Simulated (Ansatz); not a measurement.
Take BAs in the zinc blende structure (space group F-43m, No. 216; a = 4.768 Å) as the base. Axes: x, y, z lie along the cube axes.

All numbers come from plane-wave PAW DFT at the PBEsol level (Ansatz, a first-principles code, 420 eV), without spin-orbit coupling.

Base values:

| Item | Result |
|---|---|
| Volume per atom | 13.55 Å³ |
| Valley order | a point along ⟨100⟩, about 1.1 Å⁻¹ from Γ 1.08 eV |

Modification: uniaxial stress, 5 GPa tension along z, with the cell and atoms free to relax against it.

What happens to the volume per atom and valley order?

The volume per atom grows by 0.166 Å³, from 13.55 Å³ to 13.71 Å³; the valley order (the lowest conduction-band minima on the path, energy above the VBM, named in the base's zone) becomes a point along [010], about 1.1 Å⁻¹ from Γ 0.92 eV; a point along [001], about 1.1 Å⁻¹ from Γ 1.22 eV (base: a point along ⟨100⟩, about 1.1 Å⁻¹ from Γ 1.08 eV).

The levels and masses belong to the bands next to the band gap. Load acts through the strain it causes; cell and atoms are relaxed under it. Stability under load was not tested beyond the relaxation.
